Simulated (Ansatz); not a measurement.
Input and output of a self-consistent single point for YIr2 (Fd-3m, 6 atoms in the cell) (Ansatz, an electronic-structure program).

Computed with LDA (PW92), PAW files made with PBE (plane waves; Ansatz).

```
YIr2
1.0
    0.00000     3.74717     3.74717
    3.74717     0.00000     3.74717
    3.74717     3.74717     0.00000
Y Ir
2 4
Direct
  0.50000   0.50000   0.50000
  0.75000   0.75000   0.75000
  0.62500   0.12500   0.12500
  0.12500   0.12500   0.62500
  0.12500   0.62500   0.12500
  0.12500   0.12500   0.12500
```

Reference input (self-consistent single point, DFT, PBEsol, plane waves, PAW files made with PBE): kpoints.mp_grid.grid = 6 6 6; hamiltonian.xc = pbesol; hamiltonian.pseudopotentials = {kind: paw} (an earlier, softer set of the program's PAW files); scf.occupations.method = fermi_dirac; scf.occupations.width = 0.136 eV. This run's input differs from it in these lines:

Ansatz 0.2 input:
```diff
@@ -17,3 +17,3 @@
 hamiltonian:
-  xc: pbesol
+  xc: lda
   pseudopotentials:
```

Output (repeated stretches shortened):

```
SCF iter   1: F=—  HF=-54159.425020 eV  |F-HF|=—  |Δ(HF+E_count)|=         —  Δρ=1.28e-1  dr2=4.20e1  ethr=3.10e-3  ⟨swp⟩=5.0  Hψ=2724  notcnv=0
all-band conjugate gradients solve this SCF's bands
preconditioner: auto → Kerker (q_TF=auto, 2.658 Å⁻¹)
SCF iter   2: F=—  HF=-54155.692366 eV  |F-HF|=—  |Δ(HF+E_count)|=    3.73e0  Δρ=6.27e-2  dr2=1.06e1  ethr=3.10e-3  ⟨swp⟩=2.5  Hψ=1491  notcnv=0
   [... lines left out ...]
SCF iter   5: F=—  HF=-54154.340849 eV  |F-HF|=—  |Δ(HF+E_count)|=   2.75e-4  Δρ=7.17e-4  dr2=9.58e-4  ethr=3.64e-6  ⟨swp⟩=1.6  Hψ=1011  notcnv=0
SCF iter   6: F=—  HF=-54154.340624 eV  |F-HF|=—  |Δ(HF+E_count)|=   2.25e-4  Δρ=1.27e-4  dr2=1.87e-5  ethr=1.06e-6  ⟨swp⟩=2.0  Hψ=1275  notcnv=0
SCF iter   7: F=—  HF=-54154.340625 eV  |F-HF|=—  |Δ(HF+E_count)|=   9.63e-7  Δρ=2.06e-5  dr2=1.13e-6  ethr=2.08e-8  ⟨swp⟩=2.1  Hψ=1375  notcnv=0
SCF iter   8: F=-54154.340625 eV  HF=-54154.340625 eV  |F-HF|=1.61e-8  |Δ(HF+E_count)|=   2.21e-7  Δρ=3.45e-6  dr2=2.25e-8  ethr=1.11e-10  ⟨swp⟩=6.0  Hψ=3334  notcnv=0
SCF 1 converged in 8 iterations: F = -54154.340625 eV  dr2 = 2.25e-8
Free energy (F): -54154.340625 eV
Internal energy: -54154.080514 eV  (E = F + TS)
E sigma→0 (E₀):  -54154.210569 eV
Entropy (-TS):   -0.260111 eV (-43.352 meV/atom)
Fermi energy:    19.307106 eV
--- Forces (eV/Å), atoms counted from 1 ---
  atom   1  Y     -0.00000000    -0.00000000     0.00000000
   [... zero for the other atoms too ...]
--- Stress (GPa, compression-positive) ---
       -4.175980      -0.000000      -0.000000
        0.000000      -4.175980       0.000000
       -0.000000      -0.000000      -4.175980
  P = ⅓ Tr σ = -4.1760 GPa (-41.760 kbar)
  The stress holds the Pulay correction. Without it, at fixed plane waves, as pw.x and ABINIT print it: P = -4.2083 GPa
```

The run converged in 8 iterations. Against the reference run the pressure goes from 0.13 to -4.18 GPa.

The starting cell comes from a database of computed structures (which also holds hypothetical and non-ambient phases and stackings), without a prior relaxation at this level. Its lattice was rescaled by a random factor within 2.5 % of one. Spin polarisation is off. With a pressure of about -4 GPa the cell is away from its equilibrium volume at this level. Ansatz's pressure includes its estimate of the finite-basis (Pulay) stress.
